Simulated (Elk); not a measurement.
Band structure of LaMg₆Zr (Amm2, 8 atoms in the cell).

```yaml
crystal:
  lattice:
    - [5.21467, 0.00000, 0.00000]
    - [0.00000, 3.22094, 5.79811]
    - [0.00000, -3.22094, 5.79811]
  atoms:
    - { symbol: La, position: [0.50000, 0.66691, 0.66691] }
    - { symbol: Mg, position: [0.50000, 0.66800, 0.16730] }
    - { symbol: Mg, position: [0.50000, 0.16730, 0.66800] }
    - { symbol: Mg, position: [0.00000, 0.84418, 0.32100] }
    - { symbol: Mg, position: [0.00000, 0.32100, 0.84418] }
    - { symbol: Mg, position: [0.00000, 0.33015, 0.33015] }
    - { symbol: Mg, position: [0.00000, 0.84009, 0.84009] }
    - { symbol: Zr, position: [0.50000, 0.16236, 0.16236] }
```

Computed with PBEsol, all-electron FP-LAPW, Elk's shipped species files, default APW+lo basis run with Elk.

Settings: xctype = 22; stype = 0; swidth = 0.00734986 Ha; ngridk = 3 3 3; maxscl = 100.

The starting cell comes from a database of computed structures (which also holds hypothetical and non-ambient phases and stackings), without a prior relaxation at this level. Its lattice was rescaled by a random factor within 2.5 % of one. Values depend on the basis (sphere radii, cutoffs, local orbitals), which need not be converged.

Levels in eV from the Fermi level, bands 39 to 46:
```
point     39     40     41     42     43    44    45    46
-----  -----  -----  -----  -----  -----  ----  ----  ----
Γ      -0.98  -0.87  -0.69  -0.63  -0.09  0.48  0.88  0.95
X      -0.72  -0.62  -0.09   0.37   0.46  0.56  0.85  1.24
S      -0.61  -0.54   0.08   0.30   0.33  0.34  0.76  1.04
R      -0.79  -0.73   0.36   0.40   0.65  1.04  1.10  1.11
A      -0.70  -0.54  -0.47   0.48   0.57  0.74  1.07  1.52
Z      -1.12  -0.99  -0.86  -0.53   0.16  0.30  0.72  0.98
Y      -1.15  -1.00  -0.50  -0.18   0.32  1.10  1.35  1.67
X1     -0.72  -0.62  -0.09   0.37   0.46  0.56  0.85  1.24
A1     -0.70  -0.54  -0.47   0.48   0.57  0.74  1.07  1.52
T      -1.14  -1.13  -0.45  -0.12   0.45  0.52  0.57  1.50
```

Bands cross the Fermi level along this path, so the cell is metallic at this level.
